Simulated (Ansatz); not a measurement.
Start from Si in the diamond structure (space group Fd-3m, No. 227).

```yaml
crystal:
  lattice:
    - [0.00000, 2.71688, 2.71688]
    - [2.71688, 0.00000, 2.71688]
    - [2.71688, 2.71688, 0.00000]
  atoms:
    - { symbol: Si, position: [0.00000, 0.00000, 0.00000] }
    - { symbol: Si, position: [0.25000, 0.25000, 0.25000] }
```

Cartesian axes are those of the cell as printed.

Level of theory: Ansatz (a program for electronic structure) PBEsol, spin-orbit coupling left out.

For the base:

| Item | Value |
|---|---|
| Band gap | 0.47 eV |

Perturbation: biaxial strain +1.00 %, plane normal [001], relaxed out of plane (Cartesian); in-plane vectors clamped, the third vector and the atoms free.

**Question.** What does the calculation give for the in-plane stress, ratio −ε⊥/ε∥, band gap and energy relative to the base after the change?

**Answer.** The mean in-plane stress (compression positive) comes out as -1.6 GPa; the ratio −ε⊥/ε∥ comes out as 0.81; the band gap drops by 0.17 eV (0.47 eV → 0.30 eV); the energy goes up by 2.1 meV/atom.

Gaps are Kohn–Sham eigenvalue differences; semilocal functionals usually give less than the measured gap. Whether these cells are dynamically stable was not tested.
